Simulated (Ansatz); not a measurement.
Here is the system:

```
CELL_PARAMETERS angstrom
      0.00000     1.92070     1.91109
      1.92070     0.00000     1.91109
      1.92070     1.92070     0.00000
ATOMIC_POSITIONS crystal
  Pd 0.00000 0.00000 0.00000
```

No spin polarisation.

Method: LDA (Ansatz, a quantum-chemistry and plane-wave program), spin-orbit coupling left out. k-mesh 29×29×29 (Γ-centred); smearing 0.1 eV (Fermi–Dirac).

### Question
Predict the space group, band gap and pressure.

### Answer
The space group comes out as I4/mmm (No. 139) and the band gap comes out as zero. The pressure (mean of the normal stresses, compression positive) is 1.1 GPa.

The cells carry an imposed strain or load. No phonon test of stability was made. The final runs are not spin-polarised. The cell was made from Pd in the fcc (Cu type) structure (space group Fm-3m, No. 225) by this change: uniaxial strain ε_zz = −0.50 %.
